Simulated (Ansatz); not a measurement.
## BaLiF3: pressure series

The reference is BaLiF₃ in the cubic perovskite structure (space group Pm-3m, No. 221; a cell from a computed database, its experimental status unchecked).

```yaml
crystal:
  lattice:
    - [3.95847, 0.00000, 0.00000]
    - [0.00000, 3.95847, 0.00000]
    - [0.00000, 0.00000, 3.95847]
  atoms:
    - { symbol: Ba, position: [0.00000, 0.00000, 0.00000] }
    - { symbol: Li, position: [0.50000, 0.50000, 0.50000] }
    - { symbol: F, position: [0.00000, 0.50000, 0.50000] }
    - { symbol: F, position: [0.50000, 0.00000, 0.50000] }
    - { symbol: F, position: [0.50000, 0.50000, 0.00000] }
```

Cell and atoms are relaxed at each pressure.

Levels (all Ansatz, an electronic-structure program, PAW): PBEsol (420 eV, no SOC); HSE06 (420 eV, no SOC).

Band gaps by level, all at the geometries relaxed with PBEsol:

| case | PBEsol | HSE06 |
|---|---|---|
| base | 6.62 eV | 8.78 eV |
| pressure −2 GPa | 6.58 eV | 8.73 eV |
| pressure −1 GPa | 6.60 eV | 8.76 eV |
| pressure 0.3 GPa | 6.62 eV | 8.78 eV |
| pressure 0.7 GPa | 6.63 eV | 8.79 eV |
| pressure 1.5 GPa | 6.64 eV | 8.81 eV |
| pressure 3 GPa | 6.66 eV | 8.83 eV |
| pressure 5 GPa | 6.69 eV | 8.86 eV |

Single points use the geometry relaxed with PBEsol. Load acts through the strain it causes; cell and atoms are relaxed under it. Whether these cells are dynamically stable was not tested. Competing high-pressure phases were not computed. Many cubic perovskites are stable only at high temperature; tilts and polar distortions were not tested.
